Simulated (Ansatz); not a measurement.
Consider WC (space group P-6m2, No. 187; a = 2.884 Å, c = 2.812 Å; relaxed with 0.1 eV smearing).

All numbers come from Kohn–Sham DFT with the LDA functional, run in Ansatz (a program for electronic structure) with PAW and 420 eV plane waves, without spin-orbit coupling.

Strains are applied to the cell and any free atomic positions relax.

One change was made to it. Results:

The pressure (mean of the normal stresses, compression positive) goes from zero to -6.2 GPa; the energy increases by 3.0 meV/atom; the band gap is still zero.

Which of these changes matches the shifts?
(A) isotropic strain −1.50 %
(B) isotropic strain +0.50 %
(C) isotropic strain +3.00 %
(D) isotropic strain +1.50 %

B, isotropic strain +0.50 %. For comparison, the energy relative to the base in the other runs: isotropic strain +1.50 % gives +26 meV/atom; isotropic strain −1.50 % gives +29 meV/atom; isotropic strain +3.00 % gives +99 meV/atom.

Whether these cells are dynamically stable was not tested. The final runs are not spin-polarised.
